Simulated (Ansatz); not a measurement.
Take SnAu in the NiAs type structure (space group P6_3/mmc, No. 194; a = 4.333 Å, c = 5.556 Å) as the base.

Perturbation: a hydrostatic pressure of 10 GPa.

Levels (all Ansatz, a quantum-chemistry and plane-wave program, PAW): PBEsol (420 eV, spin-orbit coupling left out); PBEsol+SOC (420 eV, spin-orbit coupling included).

The geometry is relaxed with PBEsol.

| Quantity | Value |
|---|---|
| PBEsol pressure | 10.0 GPa |

**Question.** Predict the pressure from PBEsol+SOC.

**Answer.** The pressure shrinks by 0.9 GPa, from 10.0 GPa to 9.1 GPa.

Single points use the geometry relaxed with PBEsol. Differences between runs with and without spin-orbit coupling are approximate. Load acts through the strain it causes; cell and atoms are relaxed under it. Whether these cells are dynamically stable was not tested. No other phases were tried under pressure.
